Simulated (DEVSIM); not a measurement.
Device: GaP/Si n-p heterojunction, at 300 K.

```csv
layer (left to right),material,thickness (μm),Nd (cm⁻³),Na (cm⁻³),τn (s),τp (s)
1,GaP,0.820,5.6e16,-,2.4e-7,2.4e-7
2,Si,2.90,-,5.5e15,2.4e-7,2.4e-7
```

Left contact: ohmic. Right contact: ohmic. Voltage is applied to the left contact. Recombination: SRH at mid-gap, radiative, Auger. Mobility is constant in doping. Where it depends on doping, it is μmin + (μ − μmin)/(1 + (N/Nref)^α).

The device is made up for the run: typed textbook-type constants, with dimensions and the other settings drawn at random. Values at 300 K; Nc and Nv go as T^1.5, mobilities as T to minus their exponent, the gap by Varshni's rule with the affinity fixed. The table also holds parameters that only a changed run uses.

```tsv
parameter	GaP	Si
gap (eV)	2.26	1.124
affinity (eV)	3.8	4.05
permittivity	11.1	11.7
Nc (cm⁻³)	1.8e19	2.86e19
Nv (cm⁻³)	1.9e19	3.1e19
μn (cm²/Vs)	250	1417
μp (cm²/Vs)	150	470
μn,min	10	52
μp,min	10	45
Nref,n	4.4e18	9.7e16
Nref,p	1e18	2.2e17
αn	0.8	0.68
αp	0.85	0.72
T exponent of μn	1.6	2.3
T exponent of μp	1.98	2.2
B (cm³/s)	1e-13	4.7e-15
Cn (cm⁶/s)	1e-30	2.8e-31
Cp (cm⁶/s)	1e-30	9.9e-32
Varshni α (eV/K)	0.00058	0.000473
Varshni β (K)	372	636
```

Model (solved in DEVSIM): 1D drift-diffusion, Boltzmann statistics, complete ionisation; no tunnelling, impact ionisation, image-force lowering or self-heating. Band offsets follow the typed affinities; no thermionic-emission limit at abrupt steps, no polarisation charge.

Base results: potential step across the device at zero bias (V) 1.001; largest field in the device at zero bias (V/cm) 60000; dark forward voltage at 1 A/cm² (V) 0.557; dark forward voltage at 100 A/cm² (V) 0.733.

Task: What follows from this one change: thickness of layer 2 2.9 → 4.9 μm?

Result: potential step across the device at zero bias little changed (1.001 V); largest field in the device at zero bias little changed (60000 V/cm); dark forward voltage at 1 A/cm² 0.557 → 0.572 V; dark forward voltage at 100 A/cm² 0.733 → 0.750 V.

Task: What follows from this one change: doping Nd of layer 1 5.6e+16 → 1.7e+16 cm^-3?

Result: potential step across the device at zero bias 1.001 → 0.971 V; largest field in the device at zero bias 60000 → 37000 V/cm; dark forward voltage at 1 A/cm² 0.557 → 0.563 V; dark forward voltage at 100 A/cm² 0.733 → 0.798 V.

Task: What follows from this one change: doping-dependent mobility in place of the constant one?

Result: potential step across the device at zero bias little changed (1.001 V); largest field in the device at zero bias little changed (60000 V/cm); dark forward voltage at 1 A/cm² little changed (0.561 V); dark forward voltage at 100 A/cm² 0.733 → 0.738 V.
